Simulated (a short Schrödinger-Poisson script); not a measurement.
Structure: symmetric double-gate stack, SiO2 on p-type Si(110), at 300 K.

```csv
layer,material,thickness (nm),Na (cm⁻³)
1,SiO2,2.2,-
2,Si,20,6e17
3,SiO2,2.2,-
```

The device is made up for the run: typed textbook-type constants, with dimensions and the other settings drawn at random. SiO2: permittivity 3.9, conduction-band edge (eV) 3.15, gap (eV) 9, electron mass (mₑ) 0.5. Si: permittivity 11.7, conduction-band edge (eV) 0, gap (eV) 1.124, Nv at 300 K (cm⁻³) 3.1e19.

Channel valleys (confinement mass, in-plane density-of-states mass, number): Δ4 0.315, 0.324, 4; Δ2 0.19, 0.417, 2. At the gates, both at one voltage, the conduction-band edge of layer 1 lies 3.23 eV − eVg above the Fermi level of the channel. Gaps are held at their typed values at every temperature. Mesh 0.03 nm at interfaces.

Solved with a short Schrödinger-Poisson script written for these runs: 1D Poisson equation in equilibrium, electrons classical, Boltzmann, parabolic valleys, classical holes, full ionisation, no traps, pinning or gate leakage.

The same stack at other levels of the model or other numerical settings:

```tsv
run	sheet density of all electrons at Vg = 1.5 V (cm⁻²)	sheet density of all electrons at Vg = 0.3 V (cm⁻²)	capacitance of both gates at Vg = 1.5 V (μF/cm²)	gate voltage at 1e11 electrons/cm² (V)	rough cost against the base
base	2.51e13	3.44e12	3.01	0.02	about 1
electrons treated as classical, Fermi-Dirac	2.42e13	3.40e12	2.88	0.02	3
electrons treated as quantum, Hartree	2.07e13	2.66e12	2.58	0.03	40
mesh six times as coarse	2.47e13	3.40e12	2.97	0.02	about 1
```

The classical rows ignore confinement, and Boltzmann statistics overrate the density once the band edge passes the Fermi level.
